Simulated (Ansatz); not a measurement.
Consider the energy change from cell B to cell A (O taken out, in a slab cell with 16 atoms a plane). Reaction: cell B → cell A + 1/2 O2 (gas). A negative value means that the right-hand side lies lower.

Cell A: a slab of CaO (rock salt, Fm-3m) cut along (100), 64 atoms, square cell of 9.66 Å (93.3 Å²), symmetry P4mm within 0.02 Å, 8.5 Å thick under 16 Å of vacuum, in-plane vectors held at the crystal's; planes from bottom to top: Ca8O8 × 3 | Ca8O7 | Pt, its two faces unlike (dipole correction applied); O missing from the crystal's sites; added, foreign or displaced atoms, above the top plane: Pt bound to 5 Ca at 2.81–3.69 Å; spin state with PBE: run without spin, k-point mesh 3×3×1.
```
CELL_PARAMETERS angstrom
      9.66157     0.00000     0.00000
      0.00000     9.66157     0.00000
      0.00000     0.00000    24.04963
ATOMIC_POSITIONS crystal
  Ca 0.99999 0.99999 0.33377
  O  0.25000 0.00038 0.33479
  Ca 0.99944 0.25000 0.43269
  O  0.25000 0.25000 0.43350
  Ca 0.25000 0.99944 0.43269
  O  0.00039 0.00039 0.43175
  Ca 0.25000 0.25000 0.33411
  O  0.00038 0.25000 0.33479
  Ca 0.00073 0.00073 0.53373
  O  0.25000 0.00235 0.53481
  Ca 0.98633 0.25000 0.63539
  Ca 0.25000 0.98633 0.63539
  O  0.99591 0.99591 0.62980
  Ca 0.25000 0.25000 0.53169
  O  0.00235 0.25000 0.53481
  Ca 0.99999 0.50001 0.33377
  O  0.25000 0.49962 0.33479
  Ca 0.99990 0.75000 0.43257
  O  0.25000 0.75000 0.43227
  Ca 0.25000 0.50056 0.43269
  O  0.00039 0.49961 0.43175
  Ca 0.25000 0.75000 0.33371
  O  0.00029 0.75000 0.33430
  Ca 0.00073 0.49927 0.53373
  O  0.25000 0.49765 0.53481
  Ca 0.99590 0.75000 0.63152
  O  0.25000 0.75000 0.63146
  Ca 0.25000 0.51367 0.63539
  O  0.99591 0.50409 0.62980
  Ca 0.25000 0.75000 0.53289
  O  0.00063 0.75000 0.53290
  Ca 0.50001 0.99999 0.33377
  O  0.75000 0.00029 0.33430
  Ca 0.50056 0.25000 0.43269
  O  0.75000 0.25000 0.43227
  Ca 0.75000 0.99990 0.43257
  O  0.49961 0.00039 0.43175
  Ca 0.75000 0.25000 0.33371
  O  0.49962 0.25000 0.33479
  Ca 0.49927 0.00073 0.53373
  O  0.75000 0.00063 0.53290
  Ca 0.51367 0.25000 0.63539
  O  0.75000 0.25000 0.63146
  Ca 0.75000 0.99590 0.63152
  O  0.50409 0.99591 0.62980
  Ca 0.75000 0.25000 0.53289
  O  0.49765 0.25000 0.53481
  Ca 0.50001 0.50001 0.33377
  O  0.75000 0.49971 0.33430
  Ca 0.50010 0.75000 0.43257
  O  0.75000 0.75000 0.43158
  Ca 0.75000 0.50010 0.43257
  O  0.49961 0.49961 0.43175
  Ca 0.75000 0.75000 0.33348
  O  0.49971 0.75000 0.33430
  Ca 0.49927 0.49927 0.53373
  O  0.75000 0.49937 0.53290
  Ca 0.50410 0.75000 0.63152
  O  0.75000 0.75000 0.62997
  Ca 0.75000 0.50410 0.63152
  O  0.50409 0.50409 0.62980
  Ca 0.75000 0.75000 0.53205
  O  0.49937 0.75000 0.53290
  Pt 0.25000 0.25000 0.68518
```

Cell B: a slab of CaO (rock salt, Fm-3m) cut along (100), 65 atoms, square cell of 9.66 Å (93.3 Å²), symmetry P4mm within 0.02 Å, 9.1 Å thick under 16 Å of vacuum, in-plane vectors held at the crystal's; planes from bottom to top: Ca8O8 × 4 | Pt, its two faces unlike (dipole correction applied); added, foreign or displaced atoms, above the top plane: Pt bound to 1 O at 1.94 Å; spin state with PBE: run without spin, k-point mesh 3×3×1.
```
CELL_PARAMETERS angstrom
      9.66157     0.00000     0.00000
      0.00000     9.66157     0.00000
      0.00000     0.00000    25.20460
ATOMIC_POSITIONS crystal
  Ca 0.00001 0.00001 0.31887
  O  0.25000 0.00012 0.31974
  Ca 0.99960 0.25000 0.41320
  O  0.25000 0.25000 0.41351
  Ca 0.25000 0.99960 0.41320
  O  0.00019 0.00019 0.41243
  Ca 0.25000 0.25000 0.31908
  O  0.00012 0.25000 0.31974
  Ca 0.00070 0.00070 0.50948
  O  0.25000 0.00106 0.51030
  Ca 0.99135 0.25000 0.60588
  O  0.25000 0.25000 0.60205
  Ca 0.25000 0.99135 0.60588
  O  0.99824 0.99824 0.60186
  Ca 0.25000 0.25000 0.50830
  O  0.00106 0.25000 0.51030
  Ca 0.00001 0.49999 0.31887
  O  0.25000 0.49988 0.31974
  Ca 0.99997 0.75000 0.41314
  O  0.25000 0.75000 0.41273
  Ca 0.25000 0.50040 0.41320
  O  0.00019 0.49981 0.41243
  Ca 0.25000 0.75000 0.31880
  O  0.00023 0.75000 0.31946
  Ca 0.00070 0.49930 0.50948
  O  0.25000 0.49894 0.51030
  Ca 0.99752 0.75000 0.60302
  O  0.25000 0.75000 0.60267
  Ca 0.25000 0.50865 0.60588
  O  0.99824 0.50176 0.60186
  Ca 0.25000 0.75000 0.50891
  O  0.00010 0.75000 0.50924
  Ca 0.49999 0.00001 0.31887
  O  0.75000 0.00023 0.31946
  Ca 0.50040 0.25000 0.41320
  O  0.75000 0.25000 0.41273
  Ca 0.75000 0.99997 0.41314
  O  0.49981 0.00019 0.41243
  Ca 0.75000 0.25000 0.31880
  O  0.49988 0.25000 0.31974
  Ca 0.49930 0.00070 0.50948
  O  0.75000 0.00010 0.50924
  Ca 0.50865 0.25000 0.60588
  O  0.75000 0.25000 0.60267
  Ca 0.75000 0.99752 0.60302
  O  0.50176 0.99824 0.60186
  Ca 0.75000 0.25000 0.50891
  O  0.49894 0.25000 0.51030
  Ca 0.49999 0.49999 0.31887
  O  0.75000 0.49977 0.31946
  Ca 0.50003 0.75000 0.41314
  O  0.75000 0.75000 0.41238
  Ca 0.75000 0.50003 0.41314
  O  0.49981 0.49981 0.41243
  Ca 0.75000 0.75000 0.31869
  O  0.49977 0.75000 0.31946
  Ca 0.49930 0.49930 0.50948
  O  0.75000 0.49990 0.50924
  Ca 0.50248 0.75000 0.60302
  O  0.75000 0.75000 0.60203
  Ca 0.75000 0.50248 0.60302
  O  0.50176 0.50176 0.60186
  Ca 0.75000 0.75000 0.50835
  O  0.49990 0.75000 0.50924
  Pt 0.25000 0.25000 0.67911
```

Reference: an isolated O2 molecule (triplet) in a box of 11 × 11 × 13 Å.

Plane-wave PAW calculations with Ansatz (an electronic-structure program), its default PAW set, cutoff 420 eV, 500 eV for r2SCAN. The structures are at rest with PBE, within the held lattices; other levels are single points on them. HSE06 runs on coarser k-point meshes, mended by the PBE difference between the two meshes. Neutral cells; Fermi-Dirac smearing of at most 0.05 eV in the solids, energies taken to zero width. The lattices are those relaxed with PBE, so at other levels the solids can be strained, which adds to the spread. Larger cells are relaxed from a start prepared with the learned potential CHGNet, on a coarser mesh till forces fall under 0.03 eV/Å, which some starts already meet. A dispersion term (D3(BJ), or D4 for r2SCAN) was computed beside these levels and is taken off wherever the name lacks it. The PAW files were made for PBE and serve at the other functionals too. Space groups of crystals are read within 0.01 Å. No zero-point or thermal terms. No structure search was made; lower ones may exist. Spin-orbit coupling is left out. No correction for cell size. Cell A has symmetry P4mm within 0.02 Å and got no random move, so less symmetric positions, which may lie lower, weren't tried. Cell B has symmetry P4mm within 0.02 Å and got no random move, so less symmetric positions, which may lie lower, weren't tried.

Task: What value does HSE06 give?

Result: 2.88 eV, for cell B → cell A + 1/2 O2 (gas).

Task: How does the value move with the functional?

Result: 
| Functional | value (eV) | less HSE06 |
|---|---|---|
| PBE | 2.62 | -0.26 |
| r2SCAN | 2.96 | 0.08 |

The levels shown span 0.34 eV, from PBE (2.62) to r2SCAN (2.96).
